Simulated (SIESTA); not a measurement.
## Several settings converged on Sb (R-3m, 2 atoms in the cell)

```
CELL_PARAMETERS angstrom
      3.97713    -2.16578     0.00000
      3.97713     2.16578     0.00000
      2.79774     0.00000     3.56101
ATOMIC_POSITIONS crystal
  Sb 0.23350 0.23350 0.23350
  Sb 0.76650 0.76650 0.76650
```

Base method: GGA PBEsol, numerical atomic orbitals TZP, PseudoDojo PBEsol standard norm-conserving potentials (rewritten from UPF to PSML) (SIESTA 5.4.2).

Base settings: XC.functional = GGA; XC.authors = PBEsol; potentials = PseudoDojo PBEsol standard; PAO.BasisSize = TZP; PAO.EnergyShift = 0.01 Ry; MeshCutoff = 300 Ry; kgrid.MonkhorstPack = 6 6 6; OccupationFunction = FD; ElectronicTemperature = 0.1 eV; MaxSCFIterations = 150.

Core times come from one kind of shared machine, to one figure; runs under 30 s give none.

**The force threshold of a relaxation**

On Sb (R-3m, 2 atoms in the cell): one atom moved by 0.15 angstrom.

In this ladder: MD.TypeOfRun = FIRE; MD.Steps = 40.

The mesh stays at the base's, so the ladder's end is converged at best in this setting alone.

Only quantities that move along the ladder and can be compared are tabulated.

```tsv
MD.MaxForceTol	free energy less the last step's (meV/atom)	largest force left (eV/Å)	relaxation steps	core time / last (rough)
0.2 eV/Ang	0.69	0.1137	4	0.2
0.1 eV/Ang	0.22	0.0494	5	0.3
0.05 eV/Ang	0.22	0.0494	5	0.3
0.03 eV/Ang	0.07	0.0265	10	0.5
0.02 eV/Ang	0.04	0.0201	11	0.6
0.01 eV/Ang	0.00	0.0050	13	0.6
0.005 eV/Ang	0.00	0.0050	13	0.7
0.002 eV/Ang	0.00	0.0019	25	1
0.001 eV/Ang	0.00	0.0008	27	1
```

Coarsest MD.MaxForceTol that holds the free energy within 0.05 meV/atom of the last step, with all finer ones: 0.02 eV/Ang; the step before is off by 0.07 meV/atom.

Coarsest MD.MaxForceTol that holds the largest force left within 0.01 eV/Å of the last step, with all finer ones: 0.01 eV/Ang; the step before is off by 0.019 eV/Å.

Two neighbours can agree and both be off: 0.1 eV/Ang and 0.05 eV/Ang differ by 0.00 meV/atom in the free energy, yet lie about 0.22 meV/atom from the last step.

**The size of a vacancy's supercell**

On Sb (R-3m, 4 atoms in the cell), and larger cells.

Steps: 2 x 1 x 1 supercell, one Sb atom taken out, nothing relaxed; 2 x 2 x 1 supercell, one Sb atom taken out, nothing relaxed; and so on, with the mesh thinned in proportion.

Only quantities that move along the ladder and can be compared are tabulated.

```csv
atoms,unrelaxed vacancy energy (eV)
4,2.002
8,2.000
16,1.948
```

Smallest size that holds the unrelaxed vacancy energy within 0.02 eV: not settled: the last two steps still differ by 0.053 eV, over half the tolerance, so the ladder does not show it.

On the base run: the starting cell has typed, rounded lattice constants, without a prior relaxation at this level. Its lattice was rescaled by up to half a per cent. Values carry the incompleteness of an atom-centred basis.
